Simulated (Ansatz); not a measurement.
We consider Hf2AlB2 (model structure, started from the Ti2InB2 type, P-6m2, No. 187, 5 atoms in the cell), described by r²SCAN (plane waves, PAW; Ansatz, a quantum-chemistry and plane-wave program).

Run with plane-wave cutoff 560 eV, 24×24×8 k mesh (along the axes of the cell as run), Fermi–Dirac smearing 0.05 eV, scalar-relativistic PAW data made under PBE.

Cell (relaxed at this level):

Space group P-6m2 (No. 187); a = 3.1460 Å, b = 3.1460 Å, c = 8.1167 Å, α = 90.00°, β = 90.00°, γ = 120.00°

| atom | site | symmetry | x | y | z |
|---|---|---|---|---|---|
| Hf | 2h | 3m. | 0.3333 | 0.6667 | 0.2920 |
| Al | 1a | -6m2 | 0.0000 | 0.0000 | 0.0000 |
| B | 1b | -6m2 | 0.0000 | 0.0000 | 0.5000 |
| B | 1f | -6m2 | 0.6667 | 0.3333 | 0.5000 |

Predict the bulk modulus.


- bulk modulus: 163 GPa

The run finds no gap.

Note: the bulk modulus is −V dP/dV from two relaxed cells at ±2 % in volume; the relaxation could raise the start's symmetry but not lower it, so the cell can be a saddle point.

Spin–orbit coupling is not included; it can open a gap where bands touch, and shift volumes and moduli.

Computed values are for the static lattice.

The result took about 12 core-minutes (a rough figure).

A model structure was made by putting elements into a prototype or built by hand; it is no filed structure, need not be a known phase, and can be a saddle point held by its symmetry.
